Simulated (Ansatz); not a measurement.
An Ansatz (a program for electronic structure) input (Kohn–Sham DFT with the r2SCAN functional, run in Ansatz with PAW and 500 eV plane waves, scalar-relativistic without spin-orbit coupling, earlier PAW set):

Ansatz 0.2 input:
```yaml
crystal:
  lattice:
    - [0, 1.9961785907, 1.9961785907]
    - [2.1113580954, 0, 1.9961785907]
    - [2.1113580954, 1.9961785907, 0]
  atoms:
    - { symbol: Al, position: [0, 0, 0] }
basis: { ecutwfc: 500, ecutrho_ratio: 4, xc_grid: 4, fft_grid_basis: typed }
kpoints: { mp_grid: { grid: [28, 28, 28] } }
hamiltonian:
  xc: r2scan
  dispersion: none
  pseudopotentials: { azcp: { folder: ./paw }, kind: paw }
scf: { occupations: { method: fermi_dirac, width: 0.1 }, convergence: { dr2_threshold: 0.0000000001 } }
relax: { f_tol: 0.005, max_steps: 50 }
output: { forces: true, stress: true }
checkpoint: { write: state.ck, write_every: 1000 }
```

Which symmetry and how many k-points will the program report, and about how many plane waves at Γ?

Space group I4/mmm (ITA 139) with 16 operations, k-points 1639 of 21952, and 427 plane waves at Γ.

And the final pressure?

-4.32 GPa (compression positive).

The cells carry an imposed strain or load. Stability against distortions was not tested. The cell was made from Al in the fcc (Cu type) structure (space group Fm-3m, No. 225) by this change: uniaxial strain ε_xx = +5.77 %.
